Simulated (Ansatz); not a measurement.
Cell and atoms of amorphous Si16O24C12H32:

```xyz
84
Lattice="10.7491 0.0000 0.0000 0.0000 10.7491 0.0000 0.0000 0.0000 10.7491" Properties=species:S:1:pos:R:3 pbc="T T T"
Si     1.1849     0.8559     5.5867
Si     2.7324     2.3981     3.1515
Si     3.3615     6.9217     4.5985
Si     8.1393     5.8936     0.7269
Si     3.9128     1.8590     0.1528
Si     7.0145     7.8062     7.6140
Si     8.2483     3.5737     0.1959
Si     0.7275     8.4038     5.4603
Si     2.8861     1.6008     7.0934
Si    10.3222     6.0567     6.8442
Si     1.6688     7.4722     1.7566
Si     8.8176     7.6689     1.9812
Si     2.5044     5.6444    10.5329
Si     0.1820     4.2327     9.3331
Si     4.3784     2.9334     5.7769
Si     0.2170     9.9632     1.1805
O      5.9504     8.0267     8.8260
O      1.7629     1.1270     3.9110
O      0.7229    10.0336     5.6866
O      7.4052     1.1381     4.3026
O      2.1879     7.2244     0.1630
O      8.7338     5.9452     6.4352
O      3.9668     2.6243     4.1757
O      6.4046     3.1456     8.9111
O      1.4031     9.0867     1.9160
O      3.0611     2.7125     9.7128
O      9.5835     3.5208     9.8947
O      3.3596     8.7342     8.8037
O      3.2643     5.4455     5.3504
O      2.2911     7.9831     5.2767
O     10.6755     7.9669     4.1045
O      1.0999     4.8083    10.5717
O      3.5217     0.2502    10.6065
O      1.1554     3.2499     8.4258
O      3.1538     1.9369     1.6732
O      3.4921     5.0964     1.0176
O     10.5938     5.4969     8.3527
O      0.8262    10.5626    10.5451
O      0.0051     0.4647     2.3393
O      0.1014     7.6381     6.7739
C      2.9722     6.6849     2.8038
C      6.5555     2.9231    10.1488
C      3.6397     5.6376     2.2492
C      5.6462     2.3798     0.3236
C      2.0819     2.2329     8.7819
C      9.3099     9.1786     0.9282
C      6.0862     2.3047     6.0532
C      4.3204     4.8169     6.0939
C      9.2555     7.9379     3.8284
C      7.7031     6.2437     7.3426
C      7.0239     7.0573     1.7802
C      6.7929     1.6884     5.1406
H      7.3237     5.3655     7.8777
H      9.2276     8.8812    10.6215
H      2.8829     8.2861     9.5403
H      4.1824     4.9828     7.1759
H      8.9542     0.4311     8.0571
H      1.5241     1.3968     9.2251
H      3.6472     0.3504     7.4178
H      1.8192    10.6708    10.5735
H      6.6729     6.6227     2.7259
H      8.1811     6.5312    10.1157
H      6.4895     2.4609     7.0718
H      2.7971     8.6242     8.0206
H      7.4711     9.0288     6.9015
H     10.6813     1.6619     5.5891
H      4.9991     8.2705     8.6904
H      8.7978     8.9006     4.1195
H      8.5424     9.9554     1.0926
H      1.8006     3.5397     3.1076
H      4.4062     5.0756     2.7962
H      3.8992    10.5390     9.8359
H      0.2950     5.2632     5.8267
H      0.3704     6.7616     1.8520
H      6.0336     2.2380     1.3406
H      0.9711     0.8162     3.1963
H      8.6527     1.0945     8.2412
H      4.7218     7.4726     4.8667
H     10.0935     1.1531     2.1350
H      8.7739     7.1527     4.4296
H      5.3070     5.2439     5.8424
H      6.2315     7.6262     1.2860
H      3.2329     5.5782     9.2580
H      8.6677     2.7311     1.3855
```

Method: PBE, scalar-relativistic without spin-orbit coupling (plane waves to 420 eV, PAW; Ansatz, a program for electronic structure).

A CHGNet melt-quench gave the starting glass, which DFT then relaxed. O atoms were pushed apart under 1.9 Å during the dynamics, to hinder bonds among them. The hot cell started wider than the set density and was brought back towards it in steps. It is the lowest in DFT energy of 2 quenches. It is a model cell: composition and starting density were chosen by hand, and all elements were melted together. No dispersion term was used. Its density started from a set value of 1.35 and ended at 1.35 g/cm³. The simulated quench (nominally 420 K/ps over its main leg) is rapid and tends to freeze in more defects than a deposited or slowly cooled glass has. One small periodic cell is one sample of the glass; other quenches scatter about these values. The volume was held where the preparation left it, at a PBE pressure of -0.6 GPa (tension). Stress components on the final sampling reach 0.9 GPa. Cycles of charging lowered its energy after that relaxation.

Bonds are counted up to Si-Si 2.60 Å, Si-O 1.98 Å, Si-C 2.19 Å, Si-H 1.72 Å, O-O 1.58 Å, O-C 1.66 Å, O-H 1.22 Å, C-C 1.78 Å, C-H 1.32 Å, H-H 0.90 Å. Two cations that share two anions don't count as bonded, nor two that share one unless they lie closer than Si-Si 2.38 Å, Si-C 2.00 Å, C-C 1.63 Å.

Question: Give the coordination numbers, mean bond lengths and angles.

Answer: 
The mean coordination of Si is 3.94 (1 with 3, 15 with 4), the mean coordination of O is 1.96 (2 with 1, 21 with 2, 1 with 3) and the mean coordination of C is 3.33 (1 with 2, 6 with 3, 5 with 4). The mean coordination of H is 1.00 (32 with 1). The mean Si-O bond is 1.662 Å (spread 0.041 Å, 32 counted) and the mean Si-C bond comes out as 1.881 Å (spread 0.065 Å, 13 counted). The mean C-H bond is 1.100 Å (spread 0.004 Å, 13 counted) and the mean Si-H bond is 1.489 Å (spread 0.013 Å, 10 counted). The bond angle at Si is mean 109.4°, spread 11.2°, the bond angle at O comes out as mean 129.4°, spread 15.2° and the bond angle at C comes out as mean 114.6°, spread 12.9°.

Question: Which atoms depart from the most common coordination of their element?

Answer: Si6 has 3 (H65 1.49 Å, O17 1.63 Å, C50 1.73 Å); O18 has 3 (H76 1.11 Å, Si2 1.77 Å, Si1 1.79 Å); O20 has 1 (C52 1.17 Å); O24 has 1 (C42 1.27 Å); C45 has 4 (H58 1.10 Å, O34 1.42 Å, O26 1.43 Å, Si9 1.97 Å); C46 has 4 (H54 1.10 Å, H69 1.10 Å, Si16 1.85 Å, Si12 1.91 Å); C48 has 4 (H56 1.10 Å, H81 1.10 Å, O29 1.44 Å, Si15 1.91 Å); C49 has 4 (H80 1.10 Å, H68 1.10 Å, O31 1.45 Å, Si12 1.92 Å); C51 has 4 (H82 1.09 Å, H61 1.10 Å, Si12 1.91 Å, Si4 1.93 Å); C52 has 2 (O20 1.17 Å, C47 1.31 Å).

The cell holds free molecules (1 H2).
